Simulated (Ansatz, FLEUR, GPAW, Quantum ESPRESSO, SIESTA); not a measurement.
## One structure in several programs: Nb₂AsC (P6_3/mmc, 8 atoms in the cell)

Self-consistent single point.

```xyz
8
Lattice="3.3774 0.0000 0.0000 -1.6887 2.9249 0.0000 0.0000 0.0000 12.0036" Properties=species:S:1:pos:R:3 pbc="T T T"
Nb     0.0000     1.9499     4.8654
Nb     1.6887     0.9750     7.1382
Nb     1.6887     0.9750    10.8672
Nb     0.0000     1.9499     1.1364
As     1.6887     0.9750     3.0009
As     0.0000     1.9499     9.0027
C      0.0000     0.0000     6.0018
C      0.0000     0.0000     0.0000
```

Shared settings, as Ansatz (an electronic-structure program) writes them: kpoints.mp_grid.grid = 7 7 2; scf.occupations.method = gaussian; scf.occupations.width = 0.0147 Ry. Potentials and cutoffs stand in the table.

```csv
code,model,pressure (GPa),largest force (eV/Å),cutoff
GPAW,"PBEsol, GPAW PAW datasets PBEsol (made by gpaw-setup)",–,0.498,900 eV
Ansatz,"PBEsol, PAW files made with PBE",-11.43,0.449,default
Quantum ESPRESSO,"PBEsol, SSSP 1.1.2 efficiency (PBE) pseudopotentials",-11.03,0.459,50 Ry
SIESTA,"GGA PBEsol, numerical atomic orbitals DZP, PseudoDojo PBEsol standard norm-conserving potentials (rewritten from UPF to PSML)",-8.90,0.589,grid 300 Ry
FLEUR,"PBEsol, all-electron FLAPW (FLEUR), scalar-relativistic valence",–,0.498,Kmax 4.3 1/bohr
```

A dash marks a value that a program does not give, or that is left out as unsure.

On Ansatz's run: spin polarisation is off.

The spread over the programs that give each value: pressure within 2.53 GPa; largest force within 0.140 eV/Å.

SIESTA uses small atom-centred bases, whose incompleteness enters pressures, forces and empty levels differently from a plane-wave cutoff. FLEUR treats all electrons, but the usual bases taken here (sphere radii, linearisation, local orbitals, empty states) were not tested for convergence, so the values are no reference for the others. Ansatz's pressure is given at a fixed set of plane waves, as the other plane-wave codes print theirs; with its correction for the finite basis it is -11.37 GPa. The pressure of GPAW is left out: its cutoff lies under the one at which its stress was checked. In the pressure, SIESTA (by 2.33) lies more than 1 GPa from the median of the plane-wave programs. In the force vectors, SIESTA (by 0.130) lies more than 0.08 eV/Å from the median of the plane-wave programs.

The starting cell comes from a database of computed structures (which also holds hypothetical and non-ambient phases and stackings), without a prior relaxation at this level. Its lattice was rescaled by a random factor within 2.5 % of one.

Keys are those of Ansatz 0.2.
